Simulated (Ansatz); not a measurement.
Results of HSE06 in Ansatz (plane waves, PAW) for antifluorite K₂S.

Settings: plane-wave cutoff 460 eV, 6×6×6 k mesh, Fermi–Dirac smearing 0.01 eV, scalar-relativistic PAW data made under PBE.

Energies at three volumes about the minimum:

| V (Å³/atom) | E − E_lowest (meV/atom) |
|---|---|
| 33.073 | 1.90 |
| 34.054 | 0.00 |
| 34.905 | 1.19 |

Task: Fit a parabola by hand: where is the minimum, what lattice constant follows, and what is the bulk modulus?

Result: Slopes: (0.00 − 1.90)/(34.054 − 33.073) = -1.937 and (1.19 − 0.00)/(34.905 − 34.054) = 1.398 meV/Å³. Curvature E″ = 2 × (1.398 − (-1.937))/(34.905 − 33.073) = 3.641 meV/Å⁶. From the middle of the first interval, the slope vanishes at V0 = 33.5635 − (-1.937)/3.641 = 34.095 Å³/atom. B = V0 E″ = 34.095 × 3.641 meV/Å³ × 0.1602 GPa per meV/Å³ = 19.9 GPa. With 12 atoms in the cube, a = (12 × 34.095)^(1/3) = 7.424 Å. The full Birch–Murnaghan fit to all volumes gives V0 = 34.074 Å³/atom and B0 = 19.6 GPa.

Measured, for comparison: lattice constant a 7.391 Å (temperature not stated, no zero-point or thermal correction; as tabulated in Syrotyuk et al. (2015), arXiv:1510.06546).

Ansatz is a first-principles code.
